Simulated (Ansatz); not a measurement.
Consider this model of amorphous Ti10Al12O38.

```
CELL_PARAMETERS angstrom
      8.90807    -0.10761     0.20547
     -0.10761     9.20826     0.20897
      0.20547     0.20897     9.09513
ATOMIC_POSITIONS crystal
  Ti 0.27331 0.29713 0.22728
  Ti 0.40158 0.06572 0.94247
  Ti 0.68516 0.53504 0.92421
  Ti 0.64598 0.17191 0.72317
  Ti 0.45476 0.86612 0.23979
  Ti 0.49656 0.70422 0.69773
  Ti 0.26294 0.55911 0.91829
  Ti 0.83841 0.84226 0.62778
  Ti 0.00366 0.06096 0.90111
  Ti 0.74670 0.67202 0.28043
  Al 0.16056 0.64258 0.21318
  Al 0.98030 0.37385 0.76646
  Al 0.42110 0.53480 0.40752
  Al 0.16597 0.86717 0.71545
  Al 0.94042 0.70194 0.94799
  Al 0.62797 0.28346 0.35115
  Al 0.07171 0.11720 0.51607
  Al 0.04195 0.60783 0.48498
  Al 0.74574 0.23330 0.04432
  Al 0.73838 0.49984 0.56952
  Al 0.84948 0.01265 0.27033
  Al 0.42975 0.03710 0.53522
  O  0.17175 0.43236 0.81708
  O  0.24283 0.47897 0.13182
  O  0.60992 0.15073 0.93636
  O  0.77573 0.67399 0.06593
  O  0.13097 0.22793 0.35753
  O  0.71622 0.86725 0.26985
  O  0.11798 0.68459 0.01868
  O  0.49755 0.85745 0.57352
  O  0.22485 0.56172 0.41267
  O  0.19873 0.00210 0.87402
  O  0.74459 0.17569 0.23407
  O  0.70049 0.37768 0.73454
  O  0.66064 0.40116 0.06780
  O  0.91434 0.24984 0.93311
  O  0.02087 0.18995 0.69121
  O  0.77759 0.69437 0.50188
  O  0.59202 0.18052 0.51936
  O  0.51170 0.54663 0.57847
  O  0.04025 0.76420 0.59597
  O  0.71821 0.45174 0.38246
  O  0.89696 0.53679 0.86285
  O  0.52681 0.66271 0.28900
  O  0.47579 0.56539 0.89403
  O  0.46514 0.90679 0.03559
  O  0.76395 0.01467 0.70647
  O  0.43786 0.03422 0.33529
  O  0.94330 0.46587 0.58679
  O  0.31291 0.19098 0.06974
  O  0.28906 0.72658 0.76891
  O  0.94604 0.01084 0.09077
  O  0.69431 0.72156 0.76526
  O  0.44135 0.35591 0.33082
  O  0.97532 0.64372 0.29994
  O  0.22443 0.00359 0.57143
  O  0.96524 0.86290 0.82262
  O  0.44604 0.09519 0.73490
  O  0.26743 0.80125 0.24670
  O  0.92251 0.00150 0.44967
```

Methods: PBE, scalar-relativistic without spin-orbit coupling (Ansatz, a quantum-chemistry and plane-wave program); r2SCAN, scalar-relativistic without spin-orbit coupling (Ansatz). Neutral PBE cell, which sets geometry, pressure and energy: sampling: a 2×2×2 Γ-centred mesh; Fermi-Dirac width 0.02 eV; no spin polarisation.

A CHGNet melt-quench gave the starting glass, which DFT then relaxed. O atoms were pushed apart under 1.9 Å during the dynamics, to hinder bonds among them. The hot cell started wider than the set density and was brought back towards it in steps. It is the lowest in DFT energy of 2 quenches. It is a model cell: composition and starting density were chosen by hand, and all elements were melted together. No dispersion term was used. Its density started from a set value of 3.14 and ended at 3.14 g/cm³. Cooling (nominally 140 K/ps over its main leg) ran many orders faster than in experiment, which tends to leave more defects and strain. Values belong to this one cell and scatter from quench to quench. The volume was held where the preparation left it and the shape relaxed.

Give the pressure, the energy against reference phases and the spacing of the highest filled and lowest empty levels.


```yaml
Pressure on a 2×2×2 Γ-centred mesh: -1.01 GPa
Largest force and stress component on that mesh (the relaxation ran on the zone centre alone): 0.10 eV/Å and 1.1 GPa
Energy relative to anatase TiO2 + corundum (lowest mix at this level among the phases computed, not always the ambient ones): 0.128 eV/atom
Gap between localised states on a 2×2×2 Γ-centred mesh (PBE): 2.59 eV
Gap between localised states at the zone centre (PBE): 2.62 eV
Gap between localised states at the zone centre (r2SCAN): 2.96 eV
Distance between the nearest levels spread over more than a fifth of the atoms or a third of the atoms of their main element (six at least) (PBE, zone centre): 3.38 eV
```

At PBE and the zone centre, how localised are the states just below and above the Fermi level (participation number: the atoms over which a state spreads)?

The highest filled state is spread over 10.0 atoms' worth, largest on O37, with weights by element (charge in smoothed Voronoi cells) O 0.94, Ti 0.03, Al 0.02. The lowest empty state is spread over 2.3 atoms' worth, largest on Ti8, with weights by element (charge in smoothed Voronoi cells) Ti 0.79, O 0.19, Al 0.02.

At PBE the levels at both edges of the gap are localised (band-tail or defect states), and the nearest spread-out levels lie 3.4 eV apart at the zone centre.

Cut-offs for bonds: Ti-Ti 3.12 Å, Ti-Al 2.89 Å, Ti-O 2.50 Å, Al-Al 2.66 Å, Al-O 2.22 Å, O-O 1.58 Å. Two cations that share two anions don't count as bonded, nor two that share one unless they lie closer than Ti-Ti 3.04 Å, Ti-Al 2.81 Å, Al-Al 2.59 Å.
